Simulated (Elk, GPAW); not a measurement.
An Elk input for a self-consistent single point of Be (P6_3/mmc, 2 atoms in the cell) (DFT, LDA (PW92), all-electron FP-LAPW, Elk's shipped species files, APW+lo basis with extra local orbitals):

```
tasks
  0

rgkmax
  8.0

gmaxvr
  16.0

nxlo
  2

lorbcnd
  .true.

lmaxi
  2

swidth
  0.00367493

maxscl
  100

avec
    2.1637364102   -3.7477013966    0.0000000000
    2.1637364102    3.7477013966    0.0000000000
    0.0000000000    0.0000000000    6.7652195262

atoms
  1
  'Be.in'
  2
  0.3333333333  0.6666666667  0.2500000000    0.0 0.0 0.0
  0.6666666667  0.3333333333  0.7500000000    0.0 0.0 0.0

ngridk
  16 16 9
```

**Question.** Translate this input to GPAW.

**Answer.** One input that does it (others would too):

```python
from ase import Atoms
from ase.units import GPa
from gpaw import GPAW

atoms = Atoms(['Be', 'Be'],
              cell=[[1.145000, -1.983198, 0.000000],
                    [1.145000, 1.983198, 0.000000],
                    [0.000000, 0.000000, 3.580000]],
              scaled_positions=[[0.333333, 0.666667, 0.250000],
                                [0.666667, 0.333333, 0.750000]],
              pbc=True)

calc = GPAW(mode={'name': 'pw', 'ecut': 800},
            xc='LDA',
            kpts={'size': (16, 16, 9), 'gamma': True},
            occupations={'name': 'fermi-dirac', 'width': 0.1},
            nbands=-6,
            convergence={'forces': 0.001},
            symmetry={'symmorphic': False, 'tolerance': 0.0005},
            maxiter=120)

atoms.calc = calc

energy = atoms.get_potential_energy()
print('Energy (eV):', round(energy, 6))
forces = atoms.get_forces()
print('Forces (eV/Ang):')
print(forces.round(5))
stress = atoms.get_stress()
print('Stress (GPa, Voigt):', (stress / GPa).round(4))
```

Basis, cutoffs, solver keys and any potentials are the target program's own. This input uses DFT LDA (Perdew-Wang 92), plane waves, GPAW PAW datasets LDA (gpaw-data 1.0.1). LDA parametrisations can differ slightly between programs.

The starting cell has typed, rounded lattice constants, without a prior relaxation at this level.
